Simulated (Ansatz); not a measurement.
Start from Ba$_{3}$PtC in the anti-perovskite structure (space group Pm-3m, No. 221; a = 5.386 Å; a hypothetical phase, not in the database extracts checked).

Levels (all Ansatz, a program for electronic structure, PAW): PBEsol (420 eV, no spin-orbit coupling); PBEsol+SOC (420 eV, noncollinear with spin-orbit coupling).

The geometry is relaxed with PBEsol.

- PBEsol pressure: 0.0 GPa

Q: Predict the pressure from PBEsol+SOC.

A: The pressure goes from zero to -0.2 GPa.

Single points use the geometry relaxed with PBEsol. The spin-orbit shifts are approximate. Stability against distortions was not tested. The runs without spin-orbit coupling are not spin-polarised. Ba3PtC has a high density of states at the Fermi level and may be magnetic at this level.
